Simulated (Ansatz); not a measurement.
Sensitivity of a calculation on NbTe2 (P4_2/mnm, 6 atoms in the cell) to its settings

```
CELL_PARAMETERS angstrom
      6.70526     0.00000     0.00000
      0.00000     6.70526     0.00000
      0.00000     0.00000     4.31822
ATOMIC_POSITIONS crystal
  Nb 0.00000 0.00000 0.00000
  Nb 0.50000 0.50000 0.50000
  Te 0.30496 0.30496 0.00000
  Te 0.80496 0.19504 0.50000
  Te 0.19504 0.80496 0.50000
  Te 0.69504 0.69504 0.00000
```

Base run A: PBE (Ansatz, a program for electronic structure), self-consistent single point.

Its settings: basis.ecutwfc = 420 eV; kpoints.mp_grid.grid = 4 4 6; hamiltonian.xc = pbe; hamiltonian.pseudopotentials = {kind: paw} (the program's default PAW files); scf.occupations.method = cold; scf.occupations.width = 0.136 eV.

The starting cell was generated: these elements placed on a structure prototype, without a prior relaxation; it need not be a known phase or ordering of this composition. Its lattice was rescaled by a random factor within 2.5 % of one. Spin-orbit coupling is off. Spin polarisation is off. In the base run, with a pressure of about -4 GPa the cell is away from its equilibrium volume at this level. Ansatz's pressure includes its estimate of the finite-basis (Pulay) stress.

ΔF is the free energy per atom less that of run A. 

Runs:
- B: 3 x 1 x 1 supercell, mesh divided and rounded up; kpoints.mp_grid.grid: 4 4 6 → 2 4 6
- C: kpoints.mp_grid.shift: default → 0 0 0.5
- D: scf.mixing.preconditioner: default (the program chose LDOS) → local_kerker
- E: scf.mixing.algorithm: default (the program chose MSR1) → broyden; scf.mixing.beta: default → 0.02

| run | ΔF (meV/atom) | pressure (GPa) | largest force (eV/Å) | k-points | valence electrons |
|---|---|---|---|---|---|
| A | 0.00 | -4.23 | 0.158 | 24 | 90 |
| B | 1.04 | -4.21 | 0.173 | 24 | 270 |
| C | 3.9 | -4.29 | 0.230 | 18 | 90 |
| D | 0.00 | -4.23 | 0.158 | 24 | 90 |
| E | 0.00 | -4.23 | 0.158 | 24 | 90 |

Run C against A: The free energy goes up by 3.9 meV/atom, the pressure stays near -4.29 GPa while the zz stress (positive for compression) goes from -8.52 to -8.14 GPa and the largest force goes from 0.158 to 0.230 eV/Å.

Run B against A: The free energy rises by 1.0 meV/atom, the pressure moves little (-4.23 to -4.21 GPa) and the largest force goes from 0.158 to 0.173 eV/Å.

Keys are those of Ansatz 0.2.
